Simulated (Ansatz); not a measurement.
The reference is Ca in the fcc (Cu type) structure (space group Fm-3m, No. 225; relaxed with 0.1 eV smearing).

```
CELL_PARAMETERS angstrom
      0.00000     2.72790     2.72790
      2.72790     0.00000     2.72790
      2.72790     2.72790     0.00000
ATOMIC_POSITIONS crystal
  Ca 0.00000 0.00000 0.00000
```

Cartesian axes are those of the cell as printed.

All numbers come from PBEsol (Ansatz, an electronic-structure program, PAW, spin-orbit coupling left out).

Strains are applied to the cell and any free atomic positions relax; under biaxial strain the out-of-plane vector relaxes too.

One change was made to it. Results:

| quantity | base | after |
|---|---|---|
| energy relative to the base (free energy F) | 0 meV/atom | +3.0 meV/atom |
| pressure (mean of the normal stresses, compression positive) | 0.0 GPa | -0.2 GPa |

### Question
What was done to the base?
A. biaxial strain −0.50 %, plane normal [001], relaxed out of plane
B. biaxial strain +3.00 %, plane normal [001], relaxed out of plane
C. biaxial strain +0.50 %, plane normal [001], relaxed out of plane

### Answer
B, biaxial strain +3.00 %, plane normal [001], relaxed out of plane. For comparison, the energy relative to the base in the other runs: biaxial strain −0.50 %, plane normal [001], relaxed out of plane gives +0.1 meV/atom; biaxial strain +0.50 %, plane normal [001], relaxed out of plane gives +0.1 meV/atom.

No phonon test of stability was made.
